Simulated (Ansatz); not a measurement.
```cif
data_CTa
_chemical_formula_sum 'C1 Ta1'
_space_group_name_H-M_alt 'P 1'
_space_group_IT_number 1
_cell_length_a 3.12445
_cell_length_b 3.12445
_cell_length_c 3.12445
_cell_angle_alpha 60.000
_cell_angle_beta 60.000
_cell_angle_gamma 60.000
loop_
_space_group_symop_operation_xyz
  'x, y, z'
loop_
_atom_site_label
_atom_site_type_symbol
_atom_site_fract_x
_atom_site_fract_y
_atom_site_fract_z
_atom_site_occupancy
C1 C 0.00000 0.00000 0.00000 1
Ta1 Ta 0.50000 0.50000 0.50000 1
```

Spin-orbit coupling is not included. The pressure is 5 GPa. The structure is held there; whether it is the stable one at that pressure was not tested.

### Question
By how much do the lattice constants and the volume change from 300 K to 875 K (quasi-harmonic lattice dynamics, Ansatz, a quantum-chemistry and plane-wave program, PBEsol functional, plane-wave PAW), and how far does the bulk modulus soften?

### Answer
a by 0.38 %, the volume by 1.14 %; B_T goes from 352 to 327 GPa. No phase change or melting is allowed for: the numbers belong to this structure as given.

The PAW data sets were generated under PBE and serve the other functionals too.
